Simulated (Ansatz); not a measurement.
End structure of F on the 1x1 (111) surface of fcc Ni, ferromagnetic, one in a 1x1 cell, started at the site 'hollow Ni-Ni-Ni over Ni at depth 4.0 Å':

```yaml
crystal:
  lattice:
    - [2.48857, 0.00000, 0.00000]
    - [-1.24429, 2.15517, 0.00000]
    - [0.00000, 0.00000, 25.50000]
  atoms:
    - { symbol: Ni, position: [0.33333, 0.66667, 0.38155] }
    - { symbol: Ni, position: [0.66667, 0.33333, 0.46024] }
    - { symbol: Ni, position: [0.00000, 0.00000, 0.54035] }
    - { symbol: Ni, position: [0.33333, 0.66667, 0.61964] }
    - { symbol: F, position: [0.66667, 0.33333, 0.67310] }
```

Set-up: 5 atoms, 6.0 Å thick at the start under the adsorbate (thin: gaps and levels are the slab's own); mesh 14x14x1; 0.1 eV smearing; dipole correction on; 2 atoms held, the rest relaxed; held to the start's symmetry, so lower structures may exist; spin-polarised, no spin-orbit, no U, no dispersion correction. At the end it is bonded to 3 Ni. In PBE it is, or lies within 0.03 eV of, the lowest of the starts that converged.

A negative adsorption energy means that the adsorbate is more stable on the surface than in its reference.

Problem. Give the change of the work function at the level PBE in Ansatz (a program for electronic structure).

Solution. 2.64 eV

Problem. What work function of the top face does PBE give?

Solution. 7.71 eV

Problem. What is the computed adsorption energy against ½ F2(g) (PBE)?

Solution. -2.08 eV

Problem. What is the computed change of the step from the bottom to the top vacuum level, against the clean slab (PBE)?

Solution. 2.65 eV
